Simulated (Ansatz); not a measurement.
WSe2, response to strain

The parent structure is WSe₂ (space group P6_3/mmc, No. 194; layered, stacked along the Cartesian z axis).

```
WSe2
1.0
    3.23049     0.00000     0.00000
   -1.61525     2.79769     0.00000
    0.00000     0.00000    12.41108
W Se
2 4
Direct
  0.66667   0.33333   0.75000
  0.33333   0.66667   0.25000
  0.66667   0.33333   0.38545
  0.33333   0.66667   0.88545
  0.33333   0.66667   0.61455
  0.66667   0.33333   0.11455
```

Cartesian axes are those of the cell as printed.

Strains are applied to the cell and any free atomic positions relax; under biaxial strain the out-of-plane vector relaxes too.

The values are results of PBEsol-D3(BJ) in Ansatz (plane waves to 420 eV, PAW, no spin-orbit coupling), not measurements.

```csv
case,ratio −ε⊥/ε∥,hole mass,band gap
base,–,"1.5 mₑ along c, 0.60 mₑ across (at Γ)",0.67 eV
"biaxial strain +0.60 %, plane normal [001], relaxed out of plane",–,"1.7 mₑ out of plane, 0.56 mₑ in plane (at Γ)",0.67 eV
"biaxial strain +1.20 %, plane normal [001], relaxed out of plane",0.40,"1.9 mₑ out of plane, 0.53 mₑ in plane (at Γ)",0.67 eV
"biaxial strain +1.80 %, plane normal [001], relaxed out of plane",0.39,"2.1 mₑ out of plane, 0.50 mₑ in plane (at Γ)",0.67 eV
"biaxial strain +2.40 %, plane normal [001], relaxed out of plane",0.39,"2.4 mₑ out of plane, 0.47 mₑ in plane (at Γ)",0.67 eV
"biaxial strain +3.00 %, plane normal [001], relaxed out of plane",0.39,"2.8 mₑ out of plane, 0.45 mₑ in plane (at Γ)",0.68 eV
```

Spin-orbit coupling, missing from the scalar runs, can matter with W. Effective masses come from finite differences of ±0.01 Å⁻¹. No phonon test of stability was made.

Ansatz is a program for electronic structure.
